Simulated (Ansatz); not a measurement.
**CsCl-type CuZn**

The numbers are results of RPBE in Ansatz (PAW), not measurements.

Numerical settings: plane-wave cutoff 520 eV, 18×18×18 k mesh, Fermi–Dirac smearing 0.05 eV, no spin polarisation, scalar-relativistic PAW data made under PBE.

Cell (relaxed at this level):

CuZn is taken in the cubic space group Pm-3m (No. 221), the CsCl type structure, Pearson symbol cP2. Cell: a = b = c = 3.001 Å, α = β = γ = 90.00°. Zn on 1b is coordinated by 8 Cu at 2.599 Å and 6 Zn at 3.001 Å. Cu on 1a is coordinated by 8 Zn at 2.599 Å and 6 Cu at 3.001 Å. (Neighbours: up to the widest gap in distance over summed covalent radii, below 1.35, at either atom.)

```
Property                                      Value
------------------------------------------  -------
bulk modulus B0                             101 GPa
band gap                                       none
pressure derivative B′ of the bulk modulus      5.1
```

Measured, for comparison: bulk modulus 116 GPa (temperature not stated, no zero-point or thermal correction; as tabulated in Nepal et al. (2020), arXiv:2007.11150). Computed (rounded) less measured: bulk modulus -13 %.

Static lattice: no zero-point or thermal effects.

Computing time: very roughly 70 core-seconds.

Ansatz is an electronic-structure program.
